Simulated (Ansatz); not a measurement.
Base system: HfSi$_{2}$ (space group Cmcm, No. 63; a = 3.6503 Å, b = 14.3497 Å, c = 3.6352 Å).

Levels (all Ansatz, a program for electronic structure, PAW): PBEsol (420 eV, scalar-relativistic without spin-orbit coupling); PBEsol+SOC (420 eV, noncollinear with spin-orbit coupling).

The geometry is relaxed with PBEsol.

```
Item              Result
---------------  -------
PBEsol pressure  0.0 GPa
```

Problem. What does PBEsol+SOC give at this geometry for the pressure?

Solution. The pressure goes from zero to -0.2 GPa.

Single points use the geometry relaxed with PBEsol. The spin-orbit shifts are approximate. Stability against distortions was not tested. The runs without spin-orbit coupling are not spin-polarised.
